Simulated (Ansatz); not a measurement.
Cubic perovskite CsPbCl3 (cubic high-temperature phase) was calculated with PBE in Ansatz (PAW).

Run with plane-wave cutoff 520 eV, 6×6×6 k mesh, Fermi–Dirac smearing 0.01 eV, scalar-relativistic PAW data made under PBE.

Computed at the level's own relaxed cell.

Question: Give the computed pressure derivative B′ of the bulk modulus, equilibrium lattice constant a and volume per atom.

Answer: 
- pressure derivative B′ of the bulk modulus: 4.7
- equilibrium lattice constant a: 5.736 Å
- volume per atom: 37.74 Å³/atom

Note: the relaxation could not lower the start's symmetry, so the cell can be a saddle point above a distorted one.

Spin–orbit coupling is not included; it can shift volumes and moduli of such heavy elements.

Ansatz is a program for electronic structure.
